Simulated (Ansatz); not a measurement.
# ZnS under load (space group I-4m2): band-edge transport data

Consider the following.

```
CELL_PARAMETERS angstrom
      0.00000     2.74204     2.51722
      2.74204     0.00000     2.51722
      2.74204     2.74204     0.00000
ATOMIC_POSITIONS crystal
  Zn 0.00000 0.00000 0.00000
  S  0.25000 0.25000 0.25000
```

These are r2SCAN with spin-orbit coupling, rigid bands (plane waves, PAW; Ansatz, an electronic-structure program) values and carry that method's errors. Condition of this run: uniaxial stress along [001] of 3 GPa (compression positive) (the target of the relaxation). Cell: cell and atoms relaxed with PBEsol, then loaded as said.

| Property | Value |
|---|---|
| band gap | 2.67 eV |
| electron conductivity mass (300 K, dilute) | 0.21 mₑ |
| hole conductivity mass (300 K, dilute) | 0.74 (x), 0.74 (y), 0.41 (z) mₑ |
| effective density of states N_c (300 K) | 2.4e18 cm⁻³ |
| effective density of states N_v (300 K) | 1.1e19 cm⁻³ |
| density-of-states mass, electrons | 0.21 mₑ |
| density-of-states mass, holes | 0.57 mₑ |
| Seebeck coefficient, n-type 1e19 cm⁻³, 300 K | -118 μV/K |
| Seebeck coefficient, p-type 1e19 cm⁻³, 300 K | 246 μV/K |

Rigid bands; masses and Seebeck coefficients take one relaxation time τ for all states and one kind of carrier; polarons and phonon drag are left out. Geometry: cell and atoms relaxed with PBEsol.
